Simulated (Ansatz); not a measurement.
Pd: energy against volume

Pd (fcc, Fm-3m, 14.171 Å³/atom and stress up to 0.01 GPa in the relaxed cell, cube axes along x, y and z) under an equal strain ε along all three axes. LDA in Ansatz, a plane-wave DFT program (PAW, default set), 420 eV, 29×29×29 Γ-centred mesh, Fermi-Dirac smearing 0.10 eV.

Here V stands for volume and E for E less E0.

```
volume (Å³/atom)  E less E0 (meV/atom)  pressure (GPa)
----------------  --------------------  --------------
13.3378                          37.22           16.08
13.5430                          20.08           11.55
13.7503                           8.38            7.37
13.9597                           1.79            3.53
14.1712                           0.00            0.00
14.3848                           2.69           -3.24
14.6006                           9.59           -6.21
14.8185                          20.41           -8.93
15.0386                          34.89          -11.41
15.4853                              ?               ?
```

Taking the third-order Birch-Murnaghan form, a cubic in V^(-2/3) for E over the 9 complete rows: With u = V^(-2/3) - 0.171, the rows have u = 0.006805, 0.005004, 0.003231, 0.001484, -0.000236, -0.001931, -0.003601, -0.005246, -0.006867. Least squares gives E = -0.024 + 72.31·u + 772477·u² + 3124565·u³. Residuals (row less fit): -0.005, 0.008, 0.001, -0.005, -0.002, -0.004, 0.003, 0.005, -0.004; standard error 0.006 (degrees of freedom: 5). Its minimum lies at u = -0.000047, so V0 = (0.170953)^(-3/2) = 14.15. There d²E/du² = 1544000 and d³E/du³ = 1.875e7, so B0 = (4/9) × 14.15^(-7/3) × 1544000 × 0.160218 = 227 GPa (the last factor turns the table's units into GPa), and B0' = 4 + (2/3) × 0.170953 × (1.875e7)/1544000 = 5.4. B0' rests on the cubic coefficient alone and has a standard error of 0.1 from these residuals.

Predict the withheld E at V = 15.4853 from the fit, and compare with the calculation.

u = -0.010039, so E = -0.024 + 72.31 × (-0.010039) + 772477 × (-0.010039)² + 3124565 × (-0.010039)³ = 73.940 meV/atom. The calculation gives 73.89 meV/atom, 0.050 meV/atom below the prediction (0.1 % of the range of E in the table). The row lies outside the fitted rows, so this is an extrapolation. From the scatter of the fitted rows alone, a prediction at this place has a standard error of 0.025 meV/atom, so the miss is 2.0 times that.

In a metal these values are sensitive to mesh and smearing; energies are taken to zero smearing, stresses follow the free energy. The runs aren't spin-polarised. Other structures, which can take over under pressure, weren't tried. The same form fitted to the pressure column gives B0' = 5.4; series where the two differ by over 0.4 aren't shown. Rows are the converged runs of the series near zero and its far end, less any whose ions stayed unrelaxed beside relaxed ones; series whose fitted rows scatter by over a few per cent of the range, as at a crossing or softening among them, aren't shown in this form.
